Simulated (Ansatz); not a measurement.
An Ansatz (a quantum-chemistry and plane-wave program) run: FeS2 with a change (isotropic strain +0.69 %); Ansatz, PBEsol, PAW, cutoff 420 eV, no spin-orbit coupling.

Input:

Ansatz 0.2 input:
```yaml
crystal:
  lattice:
    - [4.3976147281, 0, 0]
    - [0, 5.3699443918, 0]
    - [0, 0, 3.3674873637]
  atoms:
    - { symbol: Fe, position: [0.5, 0.5, 0.5] }
    - { symbol: Fe, position: [0, 0, 0] }
    - { symbol: S, position: [0.7071763171, 0.8744250372, 0.5] }
    - { symbol: S, position: [0.2071763171, 0.6255749628, 0] }
    - { symbol: S, position: [0.7928236829, 0.3744250372, 0] }
    - { symbol: S, position: [0.2928236829, 0.1255749628, 0.5] }
basis: { ecutwfc: 420, ecutrho_ratio: 4, xc_grid: 2, fft_grid_basis: typed }
kpoints: { mp_grid: { grid: [8, 6, 10] } }
hamiltonian:
  xc: pbesol
  dispersion: none
  pseudopotentials: { kind: paw }
scf: { occupations: { method: fermi_dirac, width: 0.05 }, convergence: { dr2_threshold: 0.0000000006 } }
relax: { f_tol: 0.005, max_steps: 50 }
output: { forces: true, stress: true }
checkpoint: { write: state.ck, write_every: 1000 }
```

Output (explanatory and most iteration lines left out):

```
Relaxation: its limit of steps is 50 (relax.max_steps)
Pseudopotential: Fe, paw, valence charge 16
Pseudopotential: S, paw, valence charge 6
Crystal: 6 atoms, lattice volume = 79.523 Å³
Basis set: ecut = 420 eV, 1561 PW (Γ), exchange–correlation on 60×72×48 points (8 copies of the dense FFT grid, shifted against one another)
Bands: 34, of which v1, the nominal top of the filled ones, is band 28 counted from 1 (27 counted from 0)
Symmetry: 8 space group operations
Space group: Pnnm (ITA 58), of the structure as read, at distance tolerance 4.3e-5 Å
k-points: 120 of 480
Functional: x = pbesol(κ = 0.804, μ = 0.12345679012345678), c = pbesol(β = 0.046)
SCF iter   1: F=—  HF=-12441.571095 eV  |F-HF|=—  |Δ(HF+E_count)|=         —  Δρ=1.15e-2  dr2=5.10e-2  ethr=1.77e-3  ⟨swp⟩=6.3  Hψ=17040  notcnv=0
SCF iter   2: F=—  HF=-12441.557606 eV  |F-HF|=—  |Δ(HF+E_count)|=   1.35e-2  Δρ=4.81e-3  dr2=1.07e-2  ethr=9.11e-5  ⟨swp⟩=2.6  Hψ=7934  notcnv=0  defer=3
SCF 1 converged in 9 iterations: F = -12441.554570 eV  dr2 = 2.02e-10
relax step   1: F+E_penalty+E_count = -12441.55457000 eV  Δ(F+E_penalty+E_count) = +0.000e0 eV  max|allowed force component| = 3.686e-2 eV/Å  Δτ_max = 0.0000 Å  (9 SCF iters, accepted)
Crystal: 6 atoms, lattice volume = 79.523 Å³
SCF iter   1: F=—  HF=-12441.554729 eV  |F-HF|=—  |Δ(HF+E_count)|=         —  Δρ=1.71e-4  dr2=1.39e-5  ethr=2.51e-8  ⟨swp⟩=2.0  Hψ=12673  notcnv=0  defer=3
SCF iter   2: F=—  HF=-12441.554686 eV  |F-HF|=—  |Δ(HF+E_count)|=   4.33e-5  Δρ=7.54e-5  dr2=2.50e-6  ethr=2.48e-8  ⟨swp⟩=1.0  Hψ=4079  notcnv=0  defer=3
SCF 2 converged in 6 iterations: F = -12441.554685 eV  dr2 = 6.68e-11
relax step   2: F+E_penalty+E_count = -12441.55468521 eV  Δ(F+E_penalty+E_count) = -1.152e-4 eV  max|allowed force component| = 2.314e-2 eV/Å  Δτ_max = 0.0010 Å  (6 SCF iters, accepted)
Crystal: 6 atoms, lattice volume = 79.523 Å³
SCF iter   1: F=—  HF=-12441.554825 eV  |F-HF|=—  |Δ(HF+E_count)|=         —  Δρ=3.58e-4  dr2=6.33e-5  ethr=9.23e-7  ⟨swp⟩=2.1  Hψ=8435  notcnv=0  defer=3
SCF iter   2: F=—  HF=-12441.554771 eV  |F-HF|=—  |Δ(HF+E_count)|=   5.41e-5  Δρ=1.58e-4  dr2=1.13e-5  ethr=1.13e-7  ⟨swp⟩=1.0  Hψ=5040  notcnv=0  defer=3
SCF 3 converged in 6 iterations: F = -12441.554771 eV  dr2 = 2.27e-10
relax step   3: F+E_penalty+E_count = -12441.55477072 eV  Δ(F+E_penalty+E_count) = -8.551e-5 eV  max|allowed force component| = 1.400e-4 eV/Å  Δτ_max = 0.0019 Å  (6 SCF iters, accepted)
SCF converged after 6 iterations
Free energy (F): -12441.554771 eV
Internal energy: -12441.554756 eV  (E = F + TS)
E sigma→0 (E₀):  -12441.554763 eV
Entropy (-TS):   -0.000015 eV (-0.002 meV/atom)
Fermi energy:    13.288329 eV
--- Forces (eV/Å), atoms counted from 1 ---
  atom   1  Fe     0.00000000     0.00000000     0.00000000
  atom   2  Fe    -0.00000000    -0.00000000     0.00000000
  atom   3  S      0.00010802     0.00013997     0.00000000
  atom   4  S      0.00010802    -0.00013997     0.00000000
  atom   5  S     -0.00010802     0.00013997     0.00000000
  atom   6  S     -0.00010802    -0.00013997     0.00000000
--- Stress (GPa, compression-positive) ---
       -3.221226       0.000000       0.000000
        0.000000      -3.603828       0.000000
        0.000000       0.000000      -3.425415
  P = ⅓ Tr σ = -3.4168 GPa (-34.168 kbar)
--- Relaxed structure (3 steps of the walk, 3 accepted, 0 SCFs on fresh bases) ---
  atoms:
    - { symbol: Fe, position: [0.49999999999999994, 0.4999999999999999, 0.4999999999999999] }
    - { symbol: Fe, position: [-8.218107917743373e-21, -3.3650322777429505e-21, 0.0] }
    - { symbol: S, position: [0.707790579902505, 0.874307175096673, 0.4999999999999999] }
    - { symbol: S, position: [0.20779057990250516, 0.6256928249033269, 0.0] }
    - { symbol: S, position: [0.7922094200974948, 0.37430717509667294, 0.0] }
    - { symbol: S, position: [0.29220942009749484, 0.1256928249033269, 0.4999999999999999] }
```

Whether these cells are dynamically stable was not tested. All final runs are without spin polarisation. The cell was made from FeS2 (space group Pnnm, No. 58; non-magnetic) by this change: isotropic strain +0.69 %.
